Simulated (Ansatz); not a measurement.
Base system: KTaO3 in the cubic perovskite structure (space group Pm-3m, No. 221; a = 4.023 Å).

It is then changed as follows: cell and atoms relaxed at a pressure of 1.8 GPa.

Levels (all Ansatz, a program for electronic structure, PAW, earlier PAW set): PBE (420 eV, without spin-orbit coupling); r2SCAN (500 eV, no SOC); HSE06 (420 eV, no spin-orbit coupling); PBE+SOC (420 eV, with spin-orbit coupling).

One geometry, relaxed with PBE, under each level:

Notes on the quantities. electron mass: degenerate bands, along [100]; hole mass: degenerate bands, along [100].

| level | band gap | lowest conduction level above the VBM at special points | electron mass | hole mass | pressure |
|---|---|---|---|---|---|
| PBE | 2.19 eV | Γ 2.19 eV; X 2.34 eV; M 4.98 eV; R 6.36 eV | – | – | 1.80 GPa |
| r2SCAN | 2.60 eV | Γ 2.60 eV; X 2.74 eV; M 5.38 eV; R 6.79 eV | – | – | -3.25 GPa |
| HSE06 | 3.54 eV | Γ 3.54 eV; X 3.70 eV; M 6.55 eV | – | – | – |
| PBE+SOC | 2.05 eV | Γ 2.05 eV; X 2.33 eV; M 4.83 eV; R 6.21 eV | 0.27, 0.75 mₑ (at Γ) | 1.0, 2.8 mₑ (at R) | 1.63 GPa |

Single points use the geometry relaxed with PBE. Their cutoffs differ, which shifts pressures a little. HSE06 was sampled on its mesh, a few special points and the semilocal edge points, so its gap is an upper bound. The spin-orbit shifts are approximate. With Ta present, leaving out spin-orbit coupling can change the band edges. Load acts through the strain it causes; cell and atoms are relaxed under it. Masses are band curvatures over ±0.01 Å⁻¹ around the edge. Whether these cells are dynamically stable was not tested.
